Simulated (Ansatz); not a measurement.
Base system: ScAs in the zinc blende structure (space group F-43m, No. 216; a = 6.039 Å; a hypothetical phase, not in the database extracts checked). Axes: x, y, z lie along the cube axes.

Structures relaxed with PBEsol in Ansatz (plane waves to 420 eV, PAW, without spin-orbit coupling).

Base:

Simulated powder pattern, Co Kα, λ = 1.79026 Å (kinematic, ideal powder, no thermal factors, no anomalous dispersion; the 14 strongest lines at most, above 2 %, up to 2θ = 90°):

```
2θ (°)  I/Imax (%)    hkl
------  ----------  -----
29.75          100  (111)
34.49          6.5  (200)
49.57           67  (220)
58.89           43  (311)
72.73           11  (400)
80.50           18  (331)
83.04          2.9  (420)
```

After one change:

Simulated powder pattern, Co Kα, λ = 1.79026 Å (kinematic, ideal powder, no thermal factors, no anomalous dispersion; the 14 strongest lines at most, above 2 %, up to 2θ = 90°):

| 2θ (°) | I/Imax (%) |
|---|---|
| 29.86 | 100 |
| 33.21 | 2.4 |
| 35.30 | 4.1 |
| 49.25 | 46 |
| 50.79 | 21 |
| 57.28 | 16 |
| 60.04 | 27 |
| 69.72 | 4.0 |
| 74.67 | 6.6 |
| 80.05 | 12 |
| 82.44 | 5.6 |

Question: What was done to the base?
A. biaxial strain −2.24 %, plane normal [001], relaxed out of plane
B. isotropic strain +3.35 %
C. uniaxial strain ε_zz = −1.15 %
D. tensor shear ε_yz = −1.27 %

Answer: A, biaxial strain −2.24 %, plane normal [001], relaxed out of plane. Its volume per atom is 27.29 Å³ against 27.53 Å³, and its space group is I-4m2 (No. 119).

Whether these cells are dynamically stable was not tested. All final runs are without spin polarisation.

Ansatz is a program for electronic structure.
